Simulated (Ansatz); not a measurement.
Structure of amorphous B18Li24O39 (periodic cell):

```xyz
81
Lattice="9.7005 -0.0121 0.0318 -0.0121 9.3711 0.2230 0.0318 0.2230 9.2738" Properties=species:S:1:pos:R:3 pbc="T T T"
B      8.6971     0.2932     6.2781
B      1.3390     8.8171     8.8662
B      0.6158     9.3640     4.5787
B      3.2019     3.6380     5.7253
B      2.9160     6.0566     6.2867
B      7.9406     7.4270     2.4705
B      5.1948     6.0257     0.6471
B      9.0650     2.2661     3.9134
B      1.2793     3.4730     0.2631
B      4.1960     1.0081     2.0371
B      7.5765     5.4876     1.0591
B      7.7394     5.3740     7.7024
B      5.6916     4.2094     8.4566
B      4.2276     7.7474     2.1081
B      8.4886     3.1289     0.8193
B      4.1887     4.1767     3.5528
B      2.5480     5.0555     1.7888
B      6.1602     9.4261     7.0104
Li     4.1027     3.1497     1.1398
Li     3.2560     3.5506     8.0045
Li     2.2391     6.8544     3.9650
Li     4.0264     8.1139     8.2582
Li     8.0433     7.3645     5.4823
Li     9.1592     0.4677     0.9622
Li     8.2388     8.0198     8.9184
Li     6.0573     2.0252     4.6592
Li     1.3329     1.7288     7.0805
Li     2.0224     0.0588     2.3197
Li     7.0570     0.2387     2.8490
Li     4.0416     1.0045     6.8934
Li     9.6982     4.8062     2.6394
Li     6.0882     1.1916     0.1550
Li     0.0654     4.8122     5.3827
Li     0.3376     6.4862     7.2519
Li     2.3880     1.0427     0.1699
Li     0.5548     7.0437     1.1725
Li     6.5916     3.0332     2.6455
Li     1.8338     2.5652     3.5282
Li     1.9559     8.2017     6.3509
Li     8.0490     2.5485     7.7191
Li     5.9727     6.0816     3.4444
Li     4.5948     8.1767     5.0635
O      3.4883     4.7620     6.5112
O      7.9601     8.5098     1.6384
O      1.6878     5.8865     2.3646
O      6.2709     6.0049     1.4806
O      8.4506     5.7079     6.6073
O      9.4435     8.8576     5.6089
O      1.5937     6.0899     5.8825
O      3.0626     1.7955     2.0509
O      7.7705     1.9217     3.7488
O      7.4432     7.4182     3.7313
O      2.3047     9.3832     8.0228
O      1.7190     8.6649     4.2795
O      9.6598     3.4900     4.0414
O      3.0216     2.4416     6.2759
O      3.0776     3.8446     4.3391
O      6.8881     4.2298     7.7013
O      7.5236     4.0266     1.2660
O      5.5554     0.4006     5.6096
O      4.3948     7.2698     3.3420
O      3.8130     4.6530     2.2802
O      9.1025     1.4901     6.6696
O      8.1652     1.9439     0.3012
O      8.5458     6.1910     1.9253
O      3.8745     9.0600     1.8402
O      5.0448     3.0718     8.7484
O      3.6428     7.1935     6.4659
O      0.1004     3.6502     0.9863
O      7.5470     8.9583     6.9786
O      5.1227     5.4535     8.8168
O      7.8983     6.0658     8.9039
O      5.4619     3.9998     3.8894
O      5.4804     1.4144     2.1607
O      4.2299     6.9963     0.8740
O      1.5495     2.7791     8.6138
O      2.3224     4.3692     0.5660
O      5.5246     9.4648     8.2069
O      0.3862     1.2066     3.7119
O      1.1518     9.0655     0.8996
O      0.5139     7.7914     8.4788
```

Calculation: PBE, scalar-relativistic without spin-orbit coupling (plane waves to 420 eV, PAW; Ansatz, a first-principles code).

The cell was made by melting and quenching with the CHGNet potential and then relaxed with DFT. O atoms were pushed apart under 1.9 Å during the dynamics, to hinder bonds among them. The hot cell started wider than the set density and was brought back towards it in steps. It is the lowest in DFT energy of 2 quenches. It is a model cell: composition and starting density were chosen by hand, and all elements were melted together. No dispersion term was used. Its density started from a set value of 1.96 and ended at 1.94 g/cm³. Cooling (nominally 260 K/ps over its main leg) ran many orders faster than in experiment, which tends to leave more defects and strain. A cell of this size samples the disorder only roughly. Volume and shape were free in the relaxation.

Bonds are counted up to B-B 1.97 Å, B-Li 2.35 Å, B-O 1.68 Å, Li-Li 2.86 Å, Li-O 2.52 Å, O-O 1.58 Å. Two cations that share two anions don't count as bonded, nor two that share one unless they lie closer than B-B 1.80 Å, B-Li 2.29 Å, Li-Li 2.78 Å.

**Question.** Give the coordination numbers, mean bond lengths and angles.

**Answer.** 
* **Mean coordination of B by anions**: 3.06 (17 with 3, 1 with 4)
* **Mean coordination of Li by anions**: 3.96 (6 with 3, 13 with 4, 5 with 5); 10 close contacts or bonds to cations besides
* **Mean coordination of O**: 3.85 (1 with 2, 10 with 3, 23 with 4, 4 with 5, 1 with 6)
* **Mean Li-O bond**: 2.041 Å (spread 0.140 Å, 95 counted)
* **Mean B-O bond**: 1.394 Å (spread 0.046 Å, 55 counted)
* **Mean Li-Li close contact**: 2.689 Å (spread 0.087 Å, 5 counted)
* **Bond angle at B**: mean 118.8°, spread 5.9°
* **Bond angle at Li**: mean 105.0°, spread 27.0°
* **Bond angle at O**: mean 108.1°, spread 22.3°

**Question.** List the pairs of like atoms that count as bonded by the rules above.

**Answer.** Li24-Li25 (2.73 Å), Li25-Li36 (2.69 Å), Li26-Li29 (2.73 Å), Li31-Li33 (2.78 Å), Li34-Li39 (2.52 Å).
